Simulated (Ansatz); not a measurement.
# W3Ru (model structure, started from the A15 type, Pm-3n, No. 223, 8 atoms in the cell): bulk modulus B0 by level of theory

No measured value is used here.

| level (code) | value (GPa) | cell (Å³/atom) |
|---|---|---|
| LDA (Ansatz) | 337 | 14.98 |
| PBE (Ansatz) | 300 | 15.70 |
| PBEsol (Ansatz) | 323 | 15.25 |
| r²SCAN (Ansatz) | 319 | 15.45 |

Density-functional levels without +SOC have no spin–orbit coupling. LDA, PBE, PBEsol, r²SCAN: the run has no spin polarisation, so it can have missed a magnetic state. LDA, PBE, PBEsol, r²SCAN: the bulk modulus is −V dP/dV from two relaxed cells at ±2 % in volume. Each level is taken at its own relaxed cell. Cutoffs differ between the levels. Ansatz's density-functional and Hartree–Fock values are scalar-relativistic unless marked +SOC, with PAW data made under PBE.

A model structure was made by putting elements into a prototype or built by hand; it is no filed structure, need not be a known phase, and can be a saddle point held by its symmetry.

Ansatz is a program for electronic structure.
